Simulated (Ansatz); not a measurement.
B20 (FeSi-type) CoSi, treated with r²SCAN (Ansatz, a quantum-chemistry and plane-wave program, plane waves, PAW).

Numerical settings: plane-wave cutoff 500 eV, 10×10×10 k mesh, Fermi–Dirac smearing 0.05 eV, no spin polarisation, scalar-relativistic PAW data made under PBE.

Computed at the level's own relaxed cell.

Q: Predict the equilibrium volume per atom and equilibrium lattice constant a.

A: 
- equilibrium volume per atom: 10.53 Å³/atom
- equilibrium lattice constant a: 4.383 Å

Measured, for comparison: equilibrium volume per atom 10.97 Å³/atom, lattice constant a 4.444 Å (temperature not stated, no zero-point or thermal correction; as tabulated in Wikipedia's data pages). Computed (rounded) less measured: equilibrium volume per atom -4.0 %, lattice constant a -1.4 %. A static lattice is as a rule a little smaller and stiffer than an uncorrected measurement, which narrows the difference in the lattice constant a and would widen misses of the other sign.

Static lattice: no zero-point or thermal effects.
